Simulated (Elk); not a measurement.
A self-consistent single point of CsYbBr₃ (P1, 5 atoms in the cell) with Elk.

Method: LDA (PW92), all-electron FP-LAPW, Elk's shipped species files, default APW+lo basis (Elk 10.2.4).

```yaml
crystal:
  lattice:
    - [5.73731, 0.00000, 0.00000]
    - [0.00000, 5.73731, 0.00000]
    - [0.00000, 0.00000, 5.73731]
  atoms:
    - { symbol: Cs, position: [0.00040, 0.00139, 0.99988] }
    - { symbol: Yb, position: [0.50055, 0.49963, 0.49546] }
    - { symbol: Br, position: [0.99992, 0.50010, 0.50314] }
    - { symbol: Br, position: [0.50120, 0.00080, 0.50260] }
    - { symbol: Br, position: [0.49792, 0.49808, 0.99891] }
```

Reference input (self-consistent single point, DFT, PBEsol, all-electron FP-LAPW, Elk's shipped species files, default APW+lo basis): xctype = 22; swidth = 0.000734986 Ha; ngridk = 3 3 3; rmtscf = 0.97; maxscl = 100. This run's input differs from it in these lines:

```diff
@@ -2,5 +2,2 @@
   0
-
-xctype
-  22
```

Output, abridged:

```
│ Self-consistent loop started │
│ Loop number : 1 │
 total energy                :     -29656.8597044
│ Loop number : 2 │
 total energy                :     -29659.1705700
RMS change in Kohn-Sham potential (target) :   0.1762363854     (  0.1000000000E-05)
Absolute change in total energy (target)   :    2.310865584     (  0.1000000000E-03)
│ Loop number : 3 │
 total energy                :     -29660.2658100
RMS change in Kohn-Sham potential (target) :   0.1589253107     (  0.1000000000E-05)
Absolute change in total energy (target)   :    1.672956414     (  0.1000000000E-03)
│ Loop number : 4 │
   [... lines left out ...]
Absolute change in total energy (target)   :   0.5215567580E-03 (  0.1000000000E-03)
│ Loop number : 19 │
 total energy                :     -29661.9243663
RMS change in Kohn-Sham potential (target) :   0.7688281962E-07 (  0.1000000000E-05)
Absolute change in total energy (target)   :   0.1717619743E-03 (  0.1000000000E-03)
│ Loop number : 20 │
 total energy                :     -29661.9243838
RMS change in Kohn-Sham potential (target) :   0.1928148181E-07 (  0.1000000000E-05)
Absolute change in total energy (target)   :   0.2548130215E-04 (  0.1000000000E-03)
Convergence targets achieved

│ Loop number : 21 │

Energies :
 Fermi                       :     0.158789741120
 total energy                :     -29661.9243885

Density of states at Fermi energy :   0.3723212448
 (states/Hartree/unit cell)

Estimated indirect band gap :   0.1106362819E-01
 from k-point      1 to k-point      1
Estimated direct band gap   :   0.1106362819E-01
 at k-point      1

Charges :
 core                        :    136.0000000
 valence                     :    94.00000000
 interstitial                :    8.998545010
 muffin-tins (core leakage)
  species :    1 (Cs)
   atom    1                 :    52.81752479     (  0.2185269397E-04)
  species :    2 (Yb)
   atom    1                 :    68.25510074     (  0.2173548623E-05)
  species :    3 (Br)
   atom    1                 :    33.30952927     (  0.3940628300E-04)
   atom    2                 :    33.30957961     (  0.3940629854E-04)
   atom    3                 :    33.30972057     (  0.3940698909E-04)
 total in muffin-tins        :    221.0014550
 total calculated charge     :    229.9625850
 total charge                :    230.0000000
 error                       :   0.3741499629E-01

│ Self-consistent loop stopped │
```

The run converged in 21 iterations. The count includes the last loop, which Elk runs after its targets are met. Against the reference run the gap on the mesh goes from 0.401 to 0.301 eV.

The starting cell comes from a database of computed structures (which also holds hypothetical and non-ambient phases and stackings), without a prior relaxation at this level. Its atoms were displaced at random from the sites of space group no. 221. Spin-orbit coupling is off. The f electrons are in the valence without U or exact exchange, which can misplace them near the Fermi level. Spin-orbit terms, which matter for f shells, are left out. Values depend on the basis (sphere radii, cutoffs, local orbitals), which need not be converged.

Cost on one core of a shared machine: roughly 2 min.
